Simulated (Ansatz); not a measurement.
```
CELL_PARAMETERS angstrom
      3.75083     0.00000     0.00000
     -1.87542     3.24832     0.00000
      0.00000     0.00000     6.16020
ATOMIC_POSITIONS crystal
  As 0.00000 0.00000 0.90014
  S  0.66667 0.33333 0.70029
  I  0.33333 0.66667 0.21888
```

The cell was generated from a structure type, relaxed within its symmetry, and need not be the phase found at ambient conditions. Spin-orbit coupling is not included.

### Question
Give the diagonal Born effective charges atom by atom and the electronic dielectric tensor from linear response, DFT at the LDA level (Ansatz, a quantum-chemistry and plane-wave program).

### Answer
```
atom   Z*xx   Z*yy   Z*zz
----  -----  -----  -----
As1    6.88   6.88   1.31
S2    -4.86  -4.86  -0.46
I3    -2.02  -2.02  -0.85
```

ε∞ diagonal: 18, 18, 8.8. The k mesh is 8×8×4. The program warned that the k mesh resolves the field response only roughly, so the permittivities and charges are not converged. Away from Γ the polar cell without biaxial strain shows no imaginary mode on a 2×2×2 mesh.

The PAW data sets were generated under PBE and serve the other functionals too.
